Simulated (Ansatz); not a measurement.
Start from PbS in the rock salt structure (space group Fm-3m, No. 225; a = 5.975 Å). Axes: x, y, z lie along the cube axes.

All numbers come from Kohn–Sham DFT with the r2SCAN functional, run in Ansatz (a quantum-chemistry and plane-wave program) with PAW and 500 eV plane waves, no SOC.

One thing is altered: every lattice vector is shortened by 3.00 %, atoms relaxed at fixed cell.

Q: Predict the stress tensor and what it implies for the stiffness.

A: Stress of the strained cell less that of the base (GPa, compression positive):
```
   6.42    0.00    0.00
   0.00    6.42    0.00
   0.00    0.00    6.42
```

Then B = −ΔP/(ΔV/V₀) with ΔV/V₀ = -0.0873 gives secant stiffness values (nonlinear terms included at this strain): B ≈ 73 GPa.

As a check, the harmonic strain energy −½ V₀ Δσ:ε is 48 meV/atom; the computed energy rise is 43 meV/atom.

Stability against distortions was not tested.
